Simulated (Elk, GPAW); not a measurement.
An Elk input for a self-consistent single point of FeNi₃ (Pm-3m, 4 atoms in the cell) (DFT, PBE, all-electron FP-LAPW, Elk's shipped species files, default APW+lo basis):

```
tasks
  0

xctype
  20

spinpol
  .true.

reducebf
  0.7

rmtscf
  0.92

swidth
  0.00367493

maxscl
  100

avec
    6.6337323824    0.0000000000    0.0000000000
    0.0000000000    6.6337323824    0.0000000000
    0.0000000000    0.0000000000    6.6337323824

sppath
  'species/'

atoms
  2
  'Fe.in'
  1
  0.0000000000  0.0000000000  0.0000000000    0.0 0.0 -1.0
  'Ni.in'
  3
  0.0000000000  0.5000000000  0.5000000000    0.0 0.0 -0.5
  0.5000000000  0.0000000000  0.5000000000    0.0 0.0 -0.5
  0.5000000000  0.5000000000  0.0000000000    0.0 0.0 -0.5

ngridk
  6 6 6
```

Task: Translate this input to GPAW.

Result: This is the input that was run; spellings and numerical settings could be chosen otherwise.

```python
from ase import Atoms
from ase.units import GPa
from gpaw import GPAW, PW, FermiDirac

atoms = Atoms(['Fe', 'Ni', 'Ni', 'Ni'],
              cell=[[3.510420, 0.000000, 0.000000],
                    [0.000000, 3.510420, 0.000000],
                    [0.000000, 0.000000, 3.510420]],
              scaled_positions=[[0.000000, 0.000000, 0.000000],
                                [0.000000, 0.500000, 0.500000],
                                [0.500000, 0.000000, 0.500000],
                                [0.500000, 0.500000, 0.000000]],
              pbc=True)

atoms.set_initial_magnetic_moments([4.0, 2.0, 2.0, 2.0])

calc = GPAW(spinpol=True,
            mode=PW(800),
            xc='PBE',
            kpts={'size': (6, 6, 6), 'gamma': True},
            occupations=FermiDirac(0.1),
            nbands=-10,
            symmetry={'symmorphic': False, 'tolerance': 0.0005},
            maxiter=150,
            txt='-')

atoms.calc = calc

energy = atoms.get_potential_energy()
print('Energy (eV):', round(energy, 6))
forces = atoms.get_forces()
print('Forces (eV/Ang):')
print(forces.round(5))
stress = atoms.get_stress()
print('Stress (GPa, Voigt):', (stress / GPa).round(4))
```

Basis, cutoffs, solver keys and any potentials are the target program's own. This input uses DFT PBE, plane waves, GPAW PAW datasets PBE (gpaw-data 1.0.1). Both were run: size of the net moment 1.21 μB/atom in Elk and 1.22 in GPAW.

On Elk: the starting cell comes from a database of computed structures (which also holds hypothetical and non-ambient phases and stackings), without a prior relaxation at this level. The magnetic order is the one reached from the typed start; others were not searched systematically. Values depend on the basis (sphere radii, cutoffs, local orbitals), which need not be converged.

On GPAW: the starting cell comes from a database of computed structures (which also holds hypothetical and non-ambient phases and stackings), without a prior relaxation at this level. The magnetic order is the one reached from the typed start; others were not searched systematically. With a pressure of about 8 GPa the cell is away from its equilibrium volume at this level.
